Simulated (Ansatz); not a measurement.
Start from TiN in the rock salt structure (space group Fm-3m, No. 225; a = 4.233 Å; relaxed with 0.1 eV smearing). Axes: x, y, z lie along the cube axes.

The values are results of r2SCAN (Ansatz, an electronic-structure program), no spin-orbit coupling, not measurements.

Before the change:

The shortest interatomic distance is 2.117 Å.

The change: uniaxial strain ε_zz = +2.01 %, all other strain components held at zero, atoms relaxed at fixed cell.

Task: Estimate the effect on the stress.

Result: The stress (xx, yy, zz, yz, xz, xy; compression positive) amounts to (-2.6, -2.6, -11.0, 0.0, 0.0, 0.0) GPa.

Task: Estimate the effect on the energy relative to the base.

Result: The energy increases by 6.8 meV/atom.

Task: What does the calculation give for the shortest interatomic distance after the change?

Result: The shortest interatomic distance stays 2.117 Å.

Stability against distortions was not tested. The final runs are not spin-polarised. An odd electron count without spin: TiN.
